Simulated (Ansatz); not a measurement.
The parent structure is HfS2 in the CdI2 type structure (space group P-3m1, No. 164; a = 3.5475 Å, c = 5.5768 Å; layered, stacked along the Cartesian z axis). Axes: x lies along a and z along c of the hexagonal cell.

All numbers come from DFT with PBEsol-D3(BJ), PAW potentials and a 420 eV plane-wave cutoff in Ansatz (an electronic-structure program), spin-orbit coupling left out.

Strains are applied to the cell and any free atomic positions relax.

One change was made to it. Results:

```tsv
quantity	base	after
band gap	0.45 eV	0.48 eV
pressure (mean of the normal stresses, compression positive)	0.01 GPa	-0.14 GPa
smallest direct gap	1.50 eV	1.52 eV
```

Task: Which change produced these results?
(A) uniaxial strain ε_zz = −1.50 %
(B) uniaxial strain ε_zz = +0.50 %
(C) uniaxial strain ε_zz = +2.50 %
(D) uniaxial strain ε_zz = −1.00 %

Result: B, uniaxial strain ε_zz = +0.50 %. For comparison, the band gap in the other runs: uniaxial strain ε_zz = −1.00 % gives 0.38 eV; uniaxial strain ε_zz = +2.50 % gives 0.61 eV; uniaxial strain ε_zz = −1.50 % gives 0.35 eV.

With Hf present, leaving out spin-orbit coupling can change the band edges. No phonon test of stability was made.
